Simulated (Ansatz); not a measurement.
**WC: transverse stress against strain**

WC (WC type, P-6m2, 10.526 Å³/atom at rest, c along z) under a strain ε along c (axis z), the other axes held. PBE in Ansatz, a plane-wave DFT program (PAW, default set), 420 eV, 23×23×20 Γ-centred mesh, Fermi-Dirac smearing 0.10 eV; ions are relaxed within the symmetry of each cell. Stress is positive for a compressed cell.

Here s stands for strain and y for stress xx.

```csv
strain (%),stress xx (GPa)
-3.00,?
-1.50,2.71
-1.00,1.77
-0.50,0.87
0.00,0.00
0.50,-0.83
1.00,-1.64
1.50,-2.41
```

Taking a straight line for y over the 7 complete rows: Means: s 0, y 0.067. About the means, the sum of products is -11.940 and the sum of squares of s is 7.0000; the slope is their ratio. Least squares gives y = 0.067 - 1.7057·s. Residuals (row less fit): 0.084, -0.003, -0.050, -0.067, -0.044, -0.001, 0.082; standard error 0.067 (degrees of freedom: 5). The slope gives the elastic constant C13 = 171 ± 3 GPa.

**Question.** Predict the withheld y at s = -3.00 from the fit, and compare with the calculation.

**Answer.** y = 0.067 - 1.7057 × (-3.0) = 5.184 GPa. The calculation gives 5.74 GPa, 0.556 GPa above the prediction (6.8 % of the range of y in the table). The row lies outside the fitted rows, so this is an extrapolation. From the scatter of the fitted rows alone, a prediction at this place has a standard error of 0.105 GPa, so the miss is 5.3 times that.

One order more, fitted to all 13 runs of the series, follows each within 0.01, so the miss is the next term of a smooth law. In a metal these values are sensitive to mesh and smearing; energies are taken to zero smearing, stresses follow the free energy. Rows are the converged runs of the series near zero and its far end; series whose fitted rows scatter by over a few per cent of the range, as at a crossing or softening among them, aren't shown in this form. Most that stay on the fit to the last digits aren't either.
